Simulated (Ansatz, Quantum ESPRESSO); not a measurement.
## One structure in several programs: BN (F-43m, 2 atoms in the cell)

Zone-centre phonon calculation.

```yaml
crystal:
  lattice:
    - [0.00000, 1.79251, 1.79251]
    - [1.79251, 0.00000, 1.79251]
    - [1.79251, 1.79251, 0.00000]
  atoms:
    - { symbol: B, position: [0.00000, 0.00000, 0.00000] }
    - { symbol: N, position: [0.75000, 0.75000, 0.75000] }
```

Shared settings, as Ansatz (a program for electronic structure) writes them: kpoints.mp_grid.grid = 13 13 13; scf.occupations.method = fixed. Potentials and cutoffs stand in the table.

```tsv
code	model	highest zone-centre frequency, without LO-TO term (cm⁻¹)	mean ε∞ at this mesh	cutoff
Ansatz	PBE, PAW files	1067	4.58	420 eV
Quantum ESPRESSO	PBE, GBRV 1.5 ultrasoft (PBE) pseudopotentials	1069	4.57	40 Ry
```

The spread over the programs that give each value: highest zone-centre frequency, without LO-TO term within 2.0 cm⁻¹; mean ε∞ at this mesh within 0.01 .

The starting cell comes from a database of computed structures (which also holds hypothetical and non-ambient phases and stackings), without a prior relaxation at this level. Its lattice was rescaled by a random factor within 2.5 % of one.

Left out of this page: ABINIT (stopped by limits of time or memory).

Keys are those of Ansatz 0.2.
